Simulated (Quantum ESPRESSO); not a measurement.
Worked example: self-consistent single point of Pt (Fm-3m, 1 atom in the cell) in Quantum ESPRESSO.

Method: PBEsol, SSSP 1.1.2 efficiency (PBE) pseudopotentials (plane waves; Quantum ESPRESSO 7.5).

The change in words: lattice scaled by 0.98; ecutwfc: 40 Ry → 32 Ry; ecutrho: 320 Ry → 256 Ry. Reference geometry:
```
Pt
1.0
   -1.95412     0.00000     1.95412
    0.00000     1.95412     1.95412
   -1.95412     1.95412     0.00000
Pt
1
Direct
  0.00000   0.00000   0.00000
```

Reference input (self-consistent single point, DFT, PBEsol, plane waves, SSSP 1.1.2 efficiency (PBE) pseudopotentials): ecutwfc = 40 Ry; ecutrho = 320 Ry; occupations = smearing; smearing = gauss; degauss = 0.0073499 Ry; input_dft = pbesol; potentials = {Pt: pt_pbe_v1.4.uspp.F.UPF}; K_POINTS = automatic 12 12 12 0 0 0; conv_thr = 1e-10 Ry; mixing_beta = 0.4. This run's input differs from it in these lines:

```diff
@@ -10,7 +10,7 @@
     ibrav = 2,
-    celldm(1) = 7.3855032293,
+    celldm(1) = 7.2377946765,
     nat = 1,
     ntyp = 1,
-    ecutwfc = 40,
-    ecutrho = 320,
+    ecutwfc = 32,
+    ecutrho = 256,
     occupations = 'smearing',
```

Output, abridged:

```
     Self-consistent Calculation

     iteration #  1     ecut=    32.00 Ry     beta= 0.40

     negative rho (up, down):  1.787E-01 0.000E+00

     total energy              =    -210.21545278 Ry
     estimated scf accuracy    <       0.70979440 Ry

     iteration #  2     ecut=    32.00 Ry     beta= 0.40

     negative rho (up, down):  1.764E-01 0.000E+00

     total energy              =    -210.29705220 Ry
     estimated scf accuracy    <       0.02549681 Ry

     iteration #  3     ecut=    32.00 Ry     beta= 0.40

     negative rho (up, down):  1.754E-01 0.000E+00

     total energy              =    -210.30210242 Ry
     estimated scf accuracy    <       0.00110559 Ry

   [... 4 blocks of this kind left out ...]

     iteration #  8     ecut=    32.00 Ry     beta= 0.40

     negative rho (up, down):  1.752E-01 0.000E+00

     total energy              =    -210.30223216 Ry
     estimated scf accuracy    <          3.9E-10 Ry

     iteration #  9     ecut=    32.00 Ry     beta= 0.40

     negative rho (up, down):  1.752E-01 0.000E+00
     End of self-consistent calculation

     the Fermi energy is    24.6810 ev

!    total energy              =    -210.30223217 Ry
     estimated scf accuracy    <          9.9E-11 Ry
     smearing contrib. (-TS)   =      -0.00074671 Ry
     internal energy E=F+TS    =    -210.30148546 Ry

     convergence has been achieved in   9 iterations

     negative rho (up, down):  1.752E-01 0.000E+00

     Forces acting on atoms (cartesian axes, Ry/au):

     atom    1 type  1   force =     0.00000000    0.00000000    0.00000000

     Total force =     0.000000     Total SCF correction =     0.000000

     negative rho (up, down):  1.752E-01 0.000E+00
          total   stress  (Ry/bohr**3)                   (kbar)     P=      225.99
   0.00153626   0.00000000   0.00000000          225.99        0.00        0.00
   0.00000000   0.00153626  -0.00000000            0.00      225.99       -0.00
   0.00000000  -0.00000000   0.00153626            0.00       -0.00      225.99

   JOB DONE.
```

The run converged in 9 iterations. Against the reference run the free energy goes up by 83.6 meV/atom and the pressure goes from 1.12 to 22.60 GPa.

The starting cell has typed, rounded lattice constants, without a prior relaxation at this level. Its lattice was rescaled by up to half a per cent. For this run, on top of that: lattice scaled by 0.98. Spin polarisation is off. At the lowered cutoff the pressure carries the error of an incomplete plane-wave basis.
